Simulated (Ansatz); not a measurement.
N on the 1x1 (110) surface of bcc Mo, one in a 2x1 cell, energies for each (14.1 Å²). Energies are against ½ N2(g), without zero-point or thermal terms; each row is named by its start.

The numbers are results of PBE (plane waves to 420 eV, PAW; Ansatz, an electronic-structure program), not measurements.

Problem. Which site binds most strongly?
A) top Mo
B) bridge Mo-Mo (span 2.7 Å)
C) bridge Mo-Mo (span 3.2 Å)
D) hollow Mo-Mo-Mo

Solution. D, hollow Mo-Mo-Mo. Adsorption energies: hollow Mo-Mo-Mo -1.39 eV; bridge Mo-Mo (span 3.2 Å) -1.20 eV; bridge Mo-Mo (span 2.7 Å) -0.40 eV; top Mo 0.88 eV.
